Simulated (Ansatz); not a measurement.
Electron-phonon data for TiAl3 (I4/mmm)

Here is the system:

```
CELL_PARAMETERS angstrom
     -1.90775     1.90775     4.27646
      1.90775    -1.90775     4.27646
      1.90775     1.90775    -4.27646
ATOMIC_POSITIONS crystal
  Ti 0.00000 0.00000 0.00000
  Al 0.50000 0.50000 0.00000
  Al 0.75000 0.25000 0.50000
  Al 0.25000 0.75000 0.50000
```

Calculation: PBEsol, DFPT electron-phonon coupling, linearised Boltzmann equation (plane waves, PAW, scalar-relativistic; Ansatz, a first-principles code). Cell: relaxed with this functional, without spin-orbit coupling.

```
Item                                                                                                          Result
----------------------------------------------------------------------------------  --------------------------------
resistivity at 300 K                                                                9.8 (x), 9.8 (y), 10.5 (z) μΩ·cm
resistivity at 77 K                                                                                       0.50 μΩ·cm
electron mean free path at 300 K (weighted by the current that each state carries)   15.6 (x), 15.6 (y), 14.9 (z) nm
electron-phonon coupling λ                                                                                     0.161
transport coupling λ_tr                                                              0.179 (x), 0.179 (y), 0.160 (z)
logarithmic mean phonon energy                                                                                30 meV
density of states at the Fermi level                                                      0.84 states/(eV·spin·cell)
Drude plasma energy                                                                     4.4 (x), 4.4 (y), 4.0 (z) eV
```

A metal at this level (no band gap). Only scattering by harmonic phonons is included (no impurities, grain boundaries, electron-electron scattering or thermal expansion). Spin-orbit coupling is left out. Halving the electron mesh (20x20x20) moves the resistivity by up to 3 % at 300 K, the mean free path by up to 7 %, the coupling by up to 5 %. Smearing 0.20 eV; phonons on a 5x5x5 q mesh, which this run doesn't test and which matters most at low temperature.

Computed structure with no diffraction record at hand here (it may be known, metastable or hypothetical): TiAl3 (I4/mmm).
